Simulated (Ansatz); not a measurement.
BeTe under a change: biaxial strain −1.00 %, plane normal [001], relaxed out of plane

The parent structure is BeTe in the zinc blende structure (space group F-43m, No. 216; a = 5.6568 Å). Axes: x, y, z lie along the cube axes.

Modification: compressive biaxial strain of 1.00 % in the plane normal to [001], as in epitaxy on a mismatched substrate; the out-of-plane cell vector and the atoms relax.

All numbers come from r2SCAN (Ansatz, a quantum-chemistry and plane-wave program, PAW, no spin-orbit coupling). k-mesh 10×10×10 (Γ-centred); smearing 0.05 eV (Fermi–Dirac).

* **Volume per atom**: 22.34 Å³ (base 22.63 Å³)
* **Shortest interatomic distance**: 2.439 Å (base 2.449 Å)
* **Energy relative to the base (free energy F)**: +1.6 meV/atom
* **Pressure (mean of the normal stresses, compression positive)**: 0.77 GPa (base 0.01 GPa)
* **Band gap**: 2.27 eV (base 2.37 eV)
* **Gap character**: indirect, Γ → X
* **Electron mass**: 2.0 mₑ along k, 0.25 mₑ across (at X) (base 2.1 mₑ along k, 0.25 mₑ across (at X))
* **Valence-band top at Γ (three highest levels, from the VBM)**: 0.00, 0.00, -0.10 eV (base 0.00, 0.00, 0.00 eV)
* **Valley order (the lowest conduction-band minima on the path, energy above the VBM, named in the base's zone)**: X along [010] 2.27 eV; X along [001] 2.40 eV; L along [111] 3.50 eV (base X along ⟨100⟩ 2.37 eV; L along ⟨111⟩ 3.51 eV)
* **Out-of-plane strain**: +0.76 %
* **Ratio −ε⊥/ε∥**: 0.76

Final structure (turned so that z lies along the plane normal):

```
BeTe
1.0
    3.95997     0.00000     0.00000
    0.00000     3.95997     0.00000
    1.97998    -1.97998     2.84980
Be Te
1 1
Direct
  0.00000   0.00000   0.00000
  0.75000   0.75000   0.50000
```

With Te present, leaving out spin-orbit coupling can change the band edges. Effective masses come from finite differences of ±0.01 Å⁻¹. Along k means along the line from Γ to the band edge. No phonon test of stability was made. Labels are those of the standard path for the cell's own space group.
